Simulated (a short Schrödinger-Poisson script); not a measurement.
**Symmetric double-gate stack, SiO2 on p-type Si(100)**

System: symmetric double-gate stack, SiO2 on p-type Si(100), at 400 K.

| layer | material | thickness (nm) | Na (cm⁻³) |
|---|---|---|---|
| 1 | SiO2 | 2.4 | - |
| 2 | Si | 10 | 8e17 |
| 3 | SiO2 | 2.4 | - |

The device is made up for the run: typed textbook-type constants, with dimensions and the other settings drawn at random. SiO2: permittivity 3.9, conduction-band edge (eV) 3.15, gap (eV) 9, electron mass (mₑ) 0.5. Si: permittivity 11.7, conduction-band edge (eV) 0, gap (eV) 1.124, Nv at 300 K (cm⁻³) 3.1e19.

Channel valleys (confinement mass, in-plane density-of-states mass, number): Δ2 0.916, 0.19, 2; Δ4 0.19, 0.417, 4. At the gates, both at one voltage, the conduction-band edge of layer 1 lies 3.45 eV − eVg above the Fermi level of the channel. Gaps are held at their typed values at every temperature. Mesh 0.03 nm at interfaces.

Solved with a short Schrödinger-Poisson script written for these runs: 1D Poisson equation in equilibrium, electrons quantum, Hartree (BenDaniel-Duke, 12 states a valley, the channel's in-plane mass for all, wave functions ending at the dielectric), parabolic valleys, classical holes, full ionisation, no traps, pinning or gate leakage.

```csv
Vg (V),electrons (cm⁻²),C (μF/cm²),Δ2 E0 (meV),Δ2 E1 (meV),Δ4 E0 (meV),Δ4 E1 (meV)
-0.1,4.77e7,< 0.003,461.9,471.9,477.7,534.8
0.1,1.53e10,0.0697,263.1,273.0,278.9,335.9
0.3,8.46e11,1.40,125.0,132.0,141.7,195.5
0.5,3.01e12,1.95,79.1,81.6,100.9,148.2
0.7,5.58e12,2.14,52.4,53.2,83.3,124.9
0.9,8.32e12,2.25,32.5,32.8,73.0,110.3
1.1,1.12e13,2.32,16.3,16.4,66.1,100.0
1.3,1.41e13,2.37,2.5,2.6,60.9,92.1
1.5,1.71e13,2.41,-9.6,-9.5,56.8,85.8
1.7,2.01e13,2.43,-20.5,-20.5,53.4,80.4
```

Gate voltages with under 1e6 electrons/cm² are left out.

Subbands count from the Fermi level. The capacitance is that of both gates.
